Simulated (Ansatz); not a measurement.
## C axis length of InAs (model structure, started from the h-BN type, P6₃/mmc, No. 194, 4 atoms in the cell) at several levels of theory

No measured value is used here.

Problem. Put these levels in order of the c axis length that they give for InAs (model structure, started from the h-BN type, P6₃/mmc, No. 194, 4 atoms in the cell), smallest first: PBE (Ansatz, a first-principles code), PBE-D3(BJ) (Ansatz), PBEsol (Ansatz).

Solution. PBEsol (5.795 Å), PBE-D3(BJ) (5.855 Å), PBE (5.928 Å)

Ansatz's density-functional and Hartree–Fock values are scalar-relativistic unless marked +SOC, with PAW data made under PBE.

A model structure was made by putting elements into a prototype or built by hand; it is no filed structure, need not be a known phase, and can be a saddle point held by its symmetry.
